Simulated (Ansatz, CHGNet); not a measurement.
For NiAs-type NiSb, the machine-learned potential CHGNet-r²SCAN (trained on r²SCAN data) gives:

| Quantity | Value |
|---|---|
| lattice constant a | 3.920 Å |
| lattice parameter c | 5.153 Å |
| enthalpy of formation | -0.253 eV/atom |

Question: What does r²SCAN+rVV10 (plane waves, PAW; Ansatz, an electronic-structure program) give for the same quantities?

Answer: 
- lattice constant a: 3.916 Å (decreases by 0.1 %)
- lattice parameter c: 5.097 Å (decreases by 1.1 %)
- formation enthalpy: -0.273 eV/atom (moves by -0.020 eV/atom)

For comparison: lattice constant a 3.946 Å (measured, temperature not stated, no zero-point or thermal correction; as tabulated in Wikipedia's data pages); lattice parameter c 5.148 Å (measured, temperature not stated, no zero-point or thermal correction; as tabulated in Wikipedia's data pages); formation enthalpy -0.34 eV/atom (measured, 298 K, no zero-point or thermal correction, our sources range from -0.434 to -0.340; as tabulated in Zhang et al. (2018), doi:10.1038/s41524-018-0065-z).

Changes are worked out from the printed values.

Unless a cell is named, each level is at its own relaxed cell (CHGNet-r²SCAN 17.15, r²SCAN+rVV10 16.93 Å³/atom).

Levels without +SOC leave out spin–orbit coupling, which shifts energies and cells of such heavy elements.

The crystal itself was run without spin with r²SCAN+rVV10; a magnetic state was not tried in these runs.

Ansatz's density-functional and Hartree–Fock values are scalar-relativistic unless marked +SOC, with PAW data made under PBE.
